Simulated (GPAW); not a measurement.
A self-consistent single point of Ca₂GaCu₂ (Immm, 5 atoms in the cell) with GPAW.

Computed with LDA (Perdew-Wang 92), GPAW PAW datasets LDA (gpaw-data 1.0.1) (plane waves; GPAW).

```
CELL_PARAMETERS angstrom
     -2.18686     2.72865     4.58024
      2.18686    -2.72865     4.58024
      2.18686     2.72865    -4.58024
ATOMIC_POSITIONS crystal
  Ca 0.30549 0.80549 0.50000
  Ca 0.69451 0.19451 0.50000
  Ga 0.00000 0.00000 0.00000
  Cu 0.74647 0.50000 0.24647
  Cu 0.25353 0.50000 0.75353
```

Reference input (self-consistent single point, DFT PBEsol, plane waves, GPAW PAW datasets PBEsol (made by gpaw-setup)): mode = pw; ecut = 850 eV; xc = PBEsol; kpts = 5 5 5; mesh shift (steps) = 0 0 0; occupations.name = fermi-dirac; occupations.width = 0.1 eV; nbands = -11; convergence.density = 1e-05 e/electron; convergence.energy = 1e-05 eV/electron; symmetry.symmorphic = false; symmetry.tolerance = 0.0005. This run's input differs from it in these lines:

```diff
@@ -16,3 +16,3 @@
 calc = GPAW(mode=PW(850),
-            xc='PBEsol',
+            xc='LDA',
             kpts=(5, 5, 5),
```

Its files differ too (potentials: GPAW PAW datasets LDA (gpaw-data 1.0.1)).

The program printed (abridged):

```
     iter     time        total  log10-change:
                         energy   eigst   dens
iter:   1 --:--:--   -21.474796
iter:   2 --:--:--   -20.143637   -0.60  -1.19
iter:   3 --:--:--   -19.072302   -0.68  -1.30
iter:   4 --:--:--   -19.157972   -1.35  -1.50
iter:   5 --:--:--   -19.086557   -2.04  -1.62
   [... 5 lines left out ...]
iter:  11 --:--:--   -18.934192   -3.19  -2.65
iter:  12 --:--:--   -18.934849   -3.66  -2.84
iter:  13 --:--:--   -18.934085   -3.47  -3.00
iter:  14 --:--:--   -18.933736   -4.84  -3.35
iter:  15 --:--:--   -18.933769c  -5.51  -3.51
iter:  16 --:--:--   -18.933773c  -6.81  -3.72
iter:  17 --:--:--   -18.933785c  -6.38  -3.77
iter:  18 --:--:--   -18.933786c  -6.05  -3.93
iter:  19 --:--:--   -18.933774c  -7.49c -4.01
iter:  20 --:--:--   -18.933756c  -6.88  -4.12
iter:  21 --:--:--   -18.933766c  -7.07  -4.28
iter:  22 --:--:--   -18.933765c  -7.62c -4.47
iter:  23 --:--:--   -18.933764c  -7.20  -4.50
iter:  24 --:--:--   -18.933764c  -7.91c -4.63
iter:  25 --:--:--   -18.933769c  -8.03c -4.67
iter:  26 --:--:--   -18.933769c  -8.20c -4.95
iter:  27 --:--:--   -18.933768c  -8.44c -5.11c
Converged after 27 iterations.

Dipole moment: (-0.000000, -0.000000, 0.000000) |e|*Ang

Energy contributions relative to reference atoms: (reference = -179643.075907)

Kinetic:        -24.276745
Potential:      +24.195616
External:        +0.000000
XC:             -17.802113
Entropy (-ST):   -0.079832
Local:           -1.010610
SIC:             +0.000000
--------------------------
Free energy:    -18.973684
Extrapolated:   -18.933768

Showing only first 2 kpts
 Kpt  Band  Eigenvalues  Occupancy
  0    20      4.35721    1.99950
  0    21      4.61770    1.99324
  0    22      4.82633    1.94683
  0    23      5.51208    0.07416

  1    20      4.37507    1.99940
  1    21      4.60987    1.99375
  1    22      5.06614    1.53791
  1    23      5.54252    0.05523

Fermi level: 5.18639

No gap
   [... lines left out ...]
Energy (eV): -18.933768

Forces in eV/Ang:
  0 Ca    0.00000    0.00000    0.07007
  1 Ca    0.00000    0.00000   -0.07007
  2 Ga    0.00000    0.00000    0.00000
  3 Cu    0.00000    0.04713    0.00000
  4 Cu    0.00000   -0.04713    0.00000

Stress tensor:
     0.051281     0.000000    -0.000000
     0.000000     0.039276     0.000000
    -0.000000     0.000000     0.033006
Stress (GPa, Voigt): [ 8.2162  6.2926  5.2882  0.     -0.      0.    ]
```

The run converged in 27 iterations. GPAW prints stress with tension positive. Against the reference run the pressure goes from -4.07 to -6.60 GPa and the largest force goes from 0.032 to 0.070 eV/Å.

The starting cell comes from a database of computed structures (which also holds hypothetical and non-ambient phases and stackings), without a prior relaxation at this level. Its lattice was rescaled by a random factor within 2.5 % of one. Spin polarisation is off. With a pressure of about -7 GPa the cell is away from its equilibrium volume at this level.

Cost on one core of a shared machine: roughly 4 min.
